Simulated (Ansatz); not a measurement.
## MgB2: energy against volume

MgB2 (AlB2 type, P6/mmm, 9.624 Å³/atom and stress up to 0.01 GPa in the relaxed cell, c along z) under hydrostatic pressure, with the cell free. PBE in Ansatz, a plane-wave DFT program (PAW, default set), 420 eV, 17×17×13 Γ-centred mesh, Fermi-Dirac smearing 0.05 eV; ions are relaxed, or left where forces stay under 0.02 eV/Å, within the symmetry of each cell.

Here V stands for volume and E for E less E0.

| volume (Å³/atom) | E less E0 (meV/atom) | pressure (GPa) |
|---|---|---|
| 9.7628 | 0.88 | -1.99 |
| 9.6921 | 0.21 | -0.99 |
| 9.6241 | 0.00 | 0.00 |
| 9.5646 | 0.17 | 0.89 |
| 9.4877 | 0.88 | 2.09 |
| 9.3423 | 3.84 | 4.48 |
| 9.0931 | 14.24 | 9.00 |
| 8.8031 | ? | ? |

Taking the third-order Birch-Murnaghan form, a cubic in V^(-2/3) for E over the 7 complete rows: With u = V^(-2/3) - 0.223, the rows have u = -0.004081, -0.003018, -0.001983, -0.001067, 0.000131, 0.002440, 0.006540. Least squares gives E = 0.773 + 779.1·u + 196601·u² - 132563·u³. Residuals (row less fit): 0.003, -0.006, -0.002, 0.004, 0.002, -0.003, 0.000; standard error 0.005 (degrees of freedom: 3). Its minimum lies at u = -0.001977, so V0 = (0.221023)^(-3/2) = 9.624. There d²E/du² = 394800 and d³E/du³ = -795400, so B0 = (4/9) × 9.624^(-7/3) × 394800 × 0.160218 = 143 GPa (the last factor turns the table's units into GPa), and B0' = 4 + (2/3) × 0.221023 × (-795400)/394800 = 3.7. B0' rests on the cubic coefficient alone and has a standard error of 0.2 from these residuals.

### Question
What does the fit predict for E at V = 8.8031, and how far is the calculated value from it?

### Answer
u = 0.011554, so E = 0.773 + 779.1 × 0.011554 + 196601 × 0.011554² - 132563 × 0.011554³ = 35.815 meV/atom. The calculation gives 35.80 meV/atom, 0.015 meV/atom below the prediction (0.0 % of the range of E in the table). The row lies outside the fitted rows, so this is an extrapolation. The scatter of the fitted rows lies at the last printed digit.

In a metal these values are sensitive to mesh and smearing; energies are taken to zero smearing, stresses follow the free energy. Other structures, which can take over under pressure, weren't tried. The same form fitted to the pressure column gives B0' = 3.7; series where the two differ by over 0.4 aren't shown. Rows are the converged runs of the series near zero and its far end, less any whose ions stayed unrelaxed beside relaxed ones; series whose fitted rows scatter by over a few per cent of the range, as at a crossing or softening among them, aren't shown in this form.
